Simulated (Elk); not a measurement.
Worked example: self-consistent single point of CdCo3N (Pm-3m, 5 atoms in the cell) in Elk.

Level of theory: PBEsol+U, all-electron FP-LAPW, Elk's shipped species files, APW+lo basis with extra local orbitals (Elk).

```yaml
crystal:
  lattice:
    - [3.85504, 0.00000, 0.00000]
    - [0.00000, 3.85504, 0.00000]
    - [0.00000, 0.00000, 3.85504]
  atoms:
    - { symbol: Cd, position: [0.00000, 0.00000, 0.00000] }
    - { symbol: Co, position: [0.50000, 0.50000, 0.00000], spin: 3.0 }
    - { symbol: Co, position: [0.00000, 0.50000, 0.50000], spin: 3.0 }
    - { symbol: Co, position: [0.50000, 0.00000, 0.50000], spin: 3.0 }
    - { symbol: N, position: [0.50000, 0.50000, 0.50000] }
```
(The spins are starting values, not results.)

Reference input (self-consistent single point, DFT, PBEsol, all-electron FP-LAPW, Elk's shipped species files, APW+lo basis with extra local orbitals): xctype = 22; spinpol = true; rgkmax = 7.5; stype = 0; swidth = 0.00499791 Ha; ngridk = 6 6 6; reducebf = 0.5; gmaxvr = 14 1/bohr; nxlo = 2; lorbcnd = true; rmtscf = 0.81; lmaxi = 3. This run's input differs from it in these lines:

```diff
@@ -42,2 +42,6 @@
 
+dft+u
+  1 1
+  2 2  0.146997  0.000000
+
 avec
```

Output (repeated stretches shortened):

```
│ Self-consistent loop started │
│ Loop number : 1 │
 total energy                :     -9827.20661151
 total moment                :    4.705888377
│ Loop number : 2 │
 total energy                :     -9830.54021195
 total moment                :    5.600170570
RMS change in Kohn-Sham potential (target) :    3.007226468     (  0.1000000000E-05)
Absolute change in total energy (target)   :    3.333600448     (  0.1000000000E-03)
│ Loop number : 3 │
 total energy                :     -9824.82447728
 total moment                :    6.127451371
RMS change in Kohn-Sham potential (target) :    2.978328148     (  0.1000000000E-05)
   [... lines left out ...]
│ Loop number : 53 │
 total energy                :     -9824.50676880
 total moment                :    4.786514126
RMS change in Kohn-Sham potential (target) :   0.1064776647E-05 (  0.1000000000E-05)
Absolute change in total energy (target)   :   0.6335397120E-04 (  0.1000000000E-03)
│ Loop number : 54 │
 total energy                :     -9824.50669053
 total moment                :    4.786473807
RMS change in Kohn-Sham potential (target) :   0.2594428396E-06 (  0.1000000000E-05)
Absolute change in total energy (target)   :   0.6243197276E-04 (  0.1000000000E-03)
Convergence targets achieved

│ Loop number : 55 │

Energies :
 Fermi                       :     0.392410515782
 xc effective B-field        :    -0.206132231833
 external B-field            :      0.00000000000
 DFT+U                       :      1.10781435126
 total energy                :     -9824.50673143
 (external B-field energy excluded from total)

Density of states at Fermi energy :    126.6451523
 (states/Hartree/unit cell)

Estimated indirect band gap :   0.4632444279E-03
 from k-point      2 to k-point     11
Estimated direct band gap   :   0.3464563919E-02
 at k-point      7

Charges :
 core                        :    68.00000000
 valence                     :    68.00000000
 interstitial                :    9.674788777
 muffin-tins (core leakage)
  species :    1 (Cd)
   [... lines left out ...]
 muffin-tins
  species :    1 (Cd)
   atom    1                 :  -0.4859521567E-01
  species :    2 (Co)
   atom    1                 :    1.659315729
   atom    2                 :    1.659315729
   atom    3                 :    1.659315729
  species :    3 (N)
   atom    1                 :   0.8996020518E-01
 total in muffin-tins        :    5.019312176
 total moment                :    4.786451579

│ Self-consistent loop stopped │
```

The run converged in 55 iterations. The count includes the last loop, which Elk runs after its targets are met. Against the reference run the size of the net moment goes from 0.64 to 0.96 μB/atom.

The starting cell comes from a database of computed structures (which also holds hypothetical and non-ambient phases and stackings), without a prior relaxation at this level. The magnetic order is the one reached from the typed start; others were not searched systematically. With U or open f shells several self-consistent states can exist. Values depend on the basis (sphere radii, cutoffs, local orbitals), which need not be converged. The log's line on a gap gives a spacing of levels on this mesh, which the program prints for metals too.

Cost on one core of a shared machine: roughly 4 min.
